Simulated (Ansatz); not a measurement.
Functionals compared on the (320) surface of fcc Ca in its 1x1 cell, outermost plane spacing 0.77 Å in the ideal cut, in Ansatz (plane waves, PAW). The structure was relaxed with PBE; the other rows are single points on it, each with its references at the same level. Cutoff 420 eV (500 eV for r2SCAN).

Model: 14-atom slab, 10.0 Å thick at the start (thin: gaps and levels are the slab's own), 7x4x1 mesh, Fermi-Dirac 0.1 eV, dipole correction, all atoms relaxed; held to the part of the start's symmetry that mesh and held atoms allow; no spin, no spin-orbit, no U. These notes are the PBE run's.

| functional | surface energy (J/m²) | work function of the top face (eV) | rough cost of the single point |
|---|---|---|---|
| PBE | 0.56 | 2.73 | – |
| LDA | 0.62 | 2.86 | about 5 core-minutes (a rough figure) |
| PBEsol | 0.60 | 2.76 | about 6 core-minutes (a rough figure) |
| RPBE | … | … | very roughly 5 core-minutes |
| r2SCAN | 0.61 | 2.75 | roughly 8 core-minutes |

What belongs in the gaps?


- RPBE, surface energy (J/m²): 0.51
- RPBE, work function of the top face (eV): 2.65

Ansatz is an electronic-structure program.
